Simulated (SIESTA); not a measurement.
Worked example: self-consistent single point of CsCaH3 (Pm-3m, 5 atoms in the cell) in SIESTA

Method of the run: LDA PW92, numerical atomic orbitals TZP, PseudoDojo LDA standard norm-conserving potentials (rewritten from UPF to PSML) (SIESTA 5.4.2).

Input:

```
# files in the folder: Cs.psml Ca.psml H.psml (PseudoDojo LDA standard)
SystemName  CsCaH3
SystemLabel CsCaH3

NumberOfAtoms                5
NumberOfSpecies              3
%block ChemicalSpeciesLabel
  1 55 Cs
  2 20 Ca
  3 1 H
%endblock ChemicalSpeciesLabel
LatticeConstant              1.0 Ang
%block LatticeVectors
     4.598084000    0.000000000    0.000000000
     0.000000000    4.598084000    0.000000000
     0.000000000    0.000000000    4.598084000
%endblock LatticeVectors
AtomicCoordinatesFormat      Fractional
%block AtomicCoordinatesAndAtomicSpecies
     0.000000000    0.000000000    0.000000000  1
     0.500000000    0.500000000    0.500000000  2
     0.500000000    0.000000000    0.500000000  3
     0.000000000    0.500000000    0.500000000  3
     0.500000000    0.500000000    0.000000000  3
%endblock AtomicCoordinatesAndAtomicSpecies

XC.functional                LDA
XC.authors                   PW92
PAO.BasisSize                TZP
PAO.EnergyShift              0.005 Ry
MeshCutoff                   350 Ry
%block kgrid.MonkhorstPack
    6   0   0  0.0
    0   6   0  0.0
    0   0   6  0.0
%endblock kgrid.MonkhorstPack
OccupationFunction           FD
ElectronicTemperature        10 K

MaxSCFIterations             150
SCF.Mixer.Method             Pulay
SCF.Mixer.Weight             0.2
SCF.Mixer.History            8
SCF.DM.Tolerance             1.0E-05
Diag.ParallelOverK           true
WriteForces                  true
```

Output, abridged:

```
reinit: Reading from file input.fdf

reinit: System Name: CsCaH3
reinit: System Label: CsCaH3

coor:   Atomic-coordinates input format  =     Fractional

siesta: Atomic coordinates (Bohr) and species
siesta:      0.00000   0.00000   0.00000  1        1
siesta:      4.34456   4.34456   4.34456  2        2
siesta:      4.34456   0.00000   4.34456  3        3
siesta:      0.00000   4.34456   4.34456  3        4
siesta:      4.34456   4.34456   0.00000  3        5

siesta: System type = bulk

initatomlists: Number of atoms, orbitals, and projectors:      5    38    51

siesta: ******************** Simulation parameters ****************************
redata: Spin configuration                          = none
redata: Time-Reversal Symmetry                      = T
redata: Number of Atomic Species                    =        3
redata: Mesh Cutoff                                 =   350.0000 Ry
redata: Net charge of the system                    =     0.0000 |e|
redata: Min. number of SCF Iter                     =        0
redata: Max. number of SCF Iter                     =      150
redata: SCF convergence failure will abort job
redata: SCF mix quantity                            = Hamiltonian
redata: Mix DM or H after convergence               =   F
redata: Recompute H after scf cycle                 =   F
redata: Mix DM in first SCF step                    =   T
redata: No kicks to SCF
redata: DM Mixing Weight for Kicks                  =     0.5000
redata: Require Harris convergence for SCF          =   F
redata: Harris energy tolerance for SCF             =     0.000100 eV
redata: Require DM convergence for SCF              =   T
redata: DM tolerance for SCF                        =     0.000010
redata: Require EDM convergence for SCF             =   F
redata: EDM tolerance for SCF                       =     0.001000 eV
redata: Require H convergence for SCF               =   T
redata: Hamiltonian tolerance for SCF               =     0.001000 eV
redata: Require (free) Energy convergence for SCF   =   F
redata: (free) Energy tolerance for SCF             =     0.000100 eV
redata: Using DFT-D3 dispersion                     =   F
redata: Using Saved Data (generic)                  =   F
redata: Method of Calculation                       = Diagonalization
redata: Electronic Temperature                      =    10.0000 K
redata: Number of TDED substeps                     =        3
redata: Dynamics option                             = Single-point calculation
redata: Save all siesta data in one NC              =   F
redata: ***********************************************************************

%block SCF.Mixers
  Pulay
%endblock SCF.Mixers

%block SCF.Mixer.Pulay
  # Mixing method
  method pulay
  variant stable

  # Mixing options
  weight 0.2000
  weight.linear 0.2000
  history 8
%endblock SCF.Mixer.Pulay

DM_history_depth set to one: no extrapolation allowed by default for geometry relaxation
Size of DM history Fstack: 1
Total number of electrons:    22.000000
Total ionic charge:    22.000000

* ProcessorY, Blocksize:    1  39

* Orbital distribution balance (max,min):    38    38

k-point displ. along   1 input, could be:     0.00    0.50
k-point displ. along   2 input, could be:     0.00    0.50
k-point displ. along   3 input, could be:     0.00    0.50
 Kpoints in:          144 . Kpoints trimmed:          132

siesta: k-grid: Number of k-points = 132
siesta: k-points from Monkhorst-Pack grid
siesta: k-cutoff (effective) =    13.794 Ang
siesta: k-point supercell and displacements
siesta: k-grid:     6     0     0      0.000
siesta: k-grid:     0     6     0      0.000
siesta: k-grid:     0     0     6      0.000

diag: Algorithm                                     = D&C
diag: Parallel over k                               =   F
diag: Use parallel 2D distribution                  =   F
diag: Parallel block-size                           = 39
diag: Parallel distribution                         =     1 x     1
diag: Used triangular part                          = Lower
diag: Absolute tolerance                            =  0.100E-15
diag: Orthogonalization factor                      =  0.100E-05
diag: Memory factor                                 =  1.0000

superc: Internal auxiliary supercell:     5 x     5 x     5  =     125
superc: Number of atoms, orbitals, and projectors:    625   4750   6375

                        Single-point calculation

superc: Internal auxiliary supercell:     5 x     5 x     5  =     125
superc: Number of atoms, orbitals, and projectors:    625   4750   6375

outcell: Unit cell vectors (Ang):
        4.598084    0.000000    0.000000
        0.000000    4.598084    0.000000
        0.000000    0.000000    4.598084

outcell: Cell vector modules (Ang)   :    4.598084    4.598084    4.598084
outcell: Cell angles (23,13,12) (deg):     90.0000     90.0000     90.0000
outcell: Cell volume (Ang**3)        :     97.2144
new_DM -- step:     1
Initializing Density Matrix...

Attempting to read DM from file... Failed...
DM filled with atomic data:

InitMesh: MESH = 54 x 54 x 54 = 157464
InitMesh: Mesh cutoff (required, used) =   350.000   381.185 Ry

stepf: Fermi-Dirac step function

        iscf     Eharris(eV)        E_KS(eV)     FreeEng(eV)     dDmax    Ef(eV) dHmax(eV)
   scf:    1    -1727.838529    -1735.797302    -1735.797302  1.367626 -5.605186  3.963669
   scf:    2    -1737.160243    -1736.505241    -1736.505241  0.082689 -6.046740  2.677564
   scf:    3    -1737.471506    -1737.100454    -1737.100454  0.226686 -7.004490  0.188137
   scf:    4    -1737.101072    -1737.100787    -1737.100787  0.006508 -5.089348  0.060510
   scf:    5    -1737.100842    -1737.100819    -1737.100819  0.003848 -5.131419  0.005707
   scf:    6    -1737.100824    -1737.100821    -1737.100821  0.001939 -5.133675  0.000293
   scf:    7    -1737.100821    -1737.100821    -1737.100821  0.000047 -5.133585  0.000221
mix: Pulay -- inversion failed, > SVD [rank/size] 4 / 6
   scf:    8    -1737.100821    -1737.100821    -1737.100821  0.000011 -5.133532  0.000061
mix: Pulay -- inversion failed, > SVD [rank/size] 4 / 7
   scf:    9    -1737.100821    -1737.100821    -1737.100821  0.000003 -5.133524  0.000047

SCF Convergence by DM+H criterion
max |DM_out - DM_in|         :     0.0000032291
max |H_out - H_in|      (eV) :     0.0000469754
SCF cycle converged after 9 iterations

Using DM_out to compute the final energy and forces

siesta: E_KS(eV) =            -1737.1008

siesta: E_KS - E_eggbox =     -1737.1008

siesta: Atomic forces (eV/Ang):
     1    0.000000   -0.000000   -0.000000
     2    0.000000   -0.000000    0.000000
     3   -0.000000    0.000000   -0.000000
     4    0.000000   -0.000000   -0.000000
     5   -0.000000   -0.000000    0.000000
   Tot    0.000000   -0.000000   -0.000000
   Max    0.000000
   Res    0.000000    sqrt( Sum f_i^2 / 3N )
   Max    0.000000    constrained

Stress tensor Voigt[x,y,z,yz,xz,xy] (kbar):       -6.53       -6.53       -6.53        0.00        0.00        0.00
(Free)E + p*V (eV/cell)    -1736.7048
Target enthalpy (eV/cell)    -1737.1008

siesta: Program's energy decomposition (eV):
siesta: Ebs     =      -455.382883
siesta: Eions   =      2718.070885
siesta: Ena     =       670.971424
siesta: Ekin    =       536.874259
siesta: Enl     =       172.319062
siesta: Eso     =         0.000000
siesta: Edftu   =         0.000000
siesta: DEna    =         9.493348
siesta: DUscf   =         2.020778
siesta: DUext   =         0.000000
siesta: Ex      =      -365.034579
siesta: Ec      =       -45.674230
siesta: Exc     =      -410.708809
siesta: Eharris =     -1737.100821
siesta: Etot    =     -1737.100821
siesta: FreeEng =     -1737.100821

siesta: Stress tensor (static) (eV/Ang**3):
siesta:    -0.004073    0.000000    0.000000
siesta:     0.000000   -0.004073    0.000000
siesta:     0.000000    0.000000   -0.004073

siesta: Cell volume =         97.214423 Ang**3

siesta: Pressure (static):
siesta:                Solid            Molecule  Units
siesta:           0.00004437          0.00004437  Ry/Bohr**3
siesta:           0.00407344          0.00407344  eV/Ang**3
siesta:           6.52637709          6.52637709  kBar
```

The run converged in 9 iterations.

The starting cell comes from a database of computed structures (which also holds hypothetical and non-ambient phases and stackings), without a prior relaxation at this level. Its lattice was rescaled by up to half a per cent. Values carry the incompleteness of an atom-centred basis.
